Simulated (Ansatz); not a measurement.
The structure below was relaxed with r2SCAN (Ansatz, a first-principles code, PAW, no spin-orbit coupling), earlier PAW set.

Space group Fm-3m (No. 225); a = 4.9913 Å, b = 4.9913 Å, c = 4.9913 Å, α = 90.00°, β = 90.00°, γ = 90.00°

```json
[
 {"atom": "Pb", "site": "4a", "symmetry": "m-3m", "x": "0.0000", "y": "0.0000", "z": "0.0000"}
]
```

Problem. Write out a cell with all atoms.

Solution. 
```xyz
4
Lattice="4.9913 0.0000 0.0000 0.0000 4.9913 0.0000 0.0000 0.0000 4.9913" Properties=species:S:1:pos:R:3 pbc="T T T"
Pb     0.0000     0.0000     0.0000
Pb     0.0000     2.4956     2.4956
Pb     2.4956     0.0000     2.4956
Pb     2.4956     2.4956     0.0000
```
This is the conventional cell.

Whether these cells are dynamically stable was not tested. The cell was made from Au by this change: Au → Pb.
